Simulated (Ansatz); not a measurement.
Base system: CdTe in the zinc blende structure (space group F-43m, No. 216).

```xyz
2
Lattice="0.0000 3.2789 3.2789 3.2789 0.0000 3.2789 3.2789 3.2789 0.0000" Properties=species:S:1:pos:R:3 pbc="T T T"
Cd     0.0000     0.0000     0.0000
Te     1.6394     1.6394     1.6394
```

Cartesian axes are those of the cell as printed.

All numbers come from Ansatz (an electronic-structure program), r2SCAN, PAW, cutoff 500 eV, scalar-relativistic without spin-orbit coupling.

Base values:

| Item | Value |
|---|---|
| Valley order | Γ 1.17 eV; L along ⟨111⟩ 2.20 eV |

Modification: uniaxial strain ε_zz = +0.50 %, all other strain components held at zero, atoms relaxed at fixed cell.

**Question.** Estimate the effect on the stress.

**Answer.** The stress (xx, yy, zz, yz, xz, xy; compression positive) comes out as (-0.17, -0.17, -0.26, 0.00, 0.00, 0.00) GPa.

**Question.** How does this affect the valley order?

**Answer.** The valley order (the lowest conduction-band minima on the path, energy above the VBM, named in the base's zone) becomes Γ 1.14 eV; L along [111] 2.19 eV (base: Γ 1.17 eV; L along ⟨111⟩ 2.20 eV).

With Te present, leaving out spin-orbit coupling can change the band edges. The levels and masses belong to the bands next to the band gap. Stability against distortions was not tested.
